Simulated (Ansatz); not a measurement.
Base system: Mg$_{3}$Sb$_{2}$ (space group P-3m1, No. 164; a = 4.596 Å, c = 7.272 Å).

The values are results of PBE (Ansatz, a quantum-chemistry and plane-wave program), no spin-orbit coupling, earlier PAW set, not measurements.

Before the change:

The valence-band top at Γ comes out as 0.00, -0.39, -0.39 eV. The pressure comes out as 0.01 GPa. The hole mass is 0.061 mₑ along c, 1.1 mₑ across (at Γ).

One thing is altered: an isotropic linear strain of +0.65 %, atoms relaxed at fixed cell.

Task: Predict the new energy relative to the base.

Result: The energy rises by 1.3 meV/atom.

Task: What happens to the valence-band top at Γ?

Result: The valence-band top at Γ (three highest levels, from the VBM) changes from 0.00, -0.39, -0.39 eV to 0.00, -0.38, -0.38 eV.

Task: What does the calculation give for the pressure after the change?

Result: The pressure (mean of the normal stresses, compression positive) decreases by 0.785 GPa to -0.78 GPa.

Task: Predict the new hole mass.

Result: The hole mass goes from 0.061 mₑ along c, 1.1 mₑ across (at Γ) to 0.057 mₑ along c, 1.1 mₑ across (at Γ).

Task: What happens to the mean gap deformation potential ΔEg/Δln V?

Result: The mean gap deformation potential ΔEg/Δln V amounts to -0.8 eV.

With Sb present, leaving out spin-orbit coupling can change the band edges. Effective masses come from finite differences of ±0.01 Å⁻¹. Whether these cells are dynamically stable was not tested.
